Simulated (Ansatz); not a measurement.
Base system: Te in the diamond structure (space group Fd-3m, No. 227; a = 7.061 Å; a hypothetical phase, not in the database extracts checked; relaxed with 0.1 eV smearing). Axes: x, y, z lie along the cube axes.

Calculations: PBEsol (Ansatz, a program for electronic structure, PAW, no SOC).

The change: every lattice vector is stretched by 2.43 %; the atoms relax in the strained cell.

Predict the stress tensor and what it implies for the stiffness.

Stress of the strained cell less that of the base (GPa, compression positive):
```
   -1.9     0.0     0.0
    0.0    -1.9     0.0
    0.0     0.0    -1.9
```

Then B = −ΔP/(ΔV/V₀) with ΔV/V₀ = 0.0747 gives secant stiffness values (nonlinear terms included at this strain): B ≈ 25 GPa.

As a check, the harmonic strain energy −½ V₀ Δσ:ε is 19 meV/atom; the computed energy rise is 20 meV/atom.

No phonon test of stability was made.
